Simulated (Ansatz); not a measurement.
Phonon-limited resistivity of ZrAl (Cmcm) against temperature in μΩ·cm, PBEsol, DFPT electron-phonon coupling, linearised Boltzmann equation (Ansatz, a program for electronic structure), harmonic crystal at a fixed cell. x, y and z are the axes of this cell:
```yaml
crystal:
  lattice:
    - [1.67105, -5.41914, 0.00000]
    - [1.67105, 5.41914, 0.00000]
    - [0.00000, 0.00000, 4.24478]
  atoms:
    - { symbol: Zr, position: [0.16041, 0.83959, 0.75000] }
    - { symbol: Zr, position: [0.83959, 0.16041, 0.25000] }
    - { symbol: Al, position: [0.42843, 0.57157, 0.75000] }
    - { symbol: Al, position: [0.57157, 0.42843, 0.25000] }
```

```tsv
T	ρ (x)	ρ (y)	ρ (z)
50 K	1.35	3.3	2.6
77 K	3.6	9.0	7.1
100 K	5.6	[?]	11.4
150 K	10.0	[?]	21
200 K	14.1	37	30
250 K	18.1	48	39
273 K	19.9	53	43
300 K	22	58	48
350 K	26	69	57
400 K	29	79	66
500 K	37	100	84
```

### Question
Complete the blanks.

### Answer

- 100 K, ρ (y): 14.3
- 150 K, ρ (y): 26

A metal at this level (no band gap). Only scattering by harmonic phonons is included (no impurities, grain boundaries, electron-electron scattering or thermal expansion). Spin-orbit coupling is left out. Values near or above 100 μΩ·cm, or paths under about 2 nm, lie near resistivity saturation, where the Boltzmann equation overshoots. Halving the electron mesh (28x28x20) moves the resistivity by up to 5 %. Smearing 0.20 eV; phonons on a 4x4x3 q mesh, which this run doesn't test and which matters most at low temperature.

Computed structure with no diffraction record at hand here (it may be known, metastable or hypothetical): ZrAl (Cmcm).
